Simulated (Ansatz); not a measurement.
Structures of equal composition on the (111)A surface of zinc-blende InAs (In plane on top): 2x2 As adatom at H3; 2x2 As adatom at T1; 2x2 As adatom at T4. The slabs share one bottom face, and each structure is named by its start. These are constructed structures in small cells; real faces may alloy, dewet or reconstruct in larger ones, and not all known structures of the face are among them. Slabs of about 15 Å with all that they carry, Fermi-Dirac smearing of 0.025 eV. Bottom of the slabs: H caps. Relaxed from the named starts with such symmetry as they have, on meshes of like density; energies extrapolated to zero smearing; no spin-orbit coupling, no U. Spin-polarised runs, if any, are marked in brackets, and their order is one that fits the cell; the others ran without spin. Where a second, spin-polarised start was run, the lower counts.

Host crystal: zinc-blende InAs, a metal or without a clear band gap (PBE, scalar-relativistic without spin-orbit coupling).

All values below come from PBE (plane waves to 420 eV, PAW; Ansatz, a quantum-chemistry and plane-wave program).

### Question
Put the candidates in order of energy per 1x1 cell, lowest first, for PBE.

### Answer
2x2 As adatom at H3 (0.000 eV, no gap over 0.04 eV on the mesh), 2x2 As adatom at T4 (0.111 eV, gap 0.28 eV on the mesh), 2x2 As adatom at T1 (0.503 eV, no gap over 0.04 eV on the mesh)
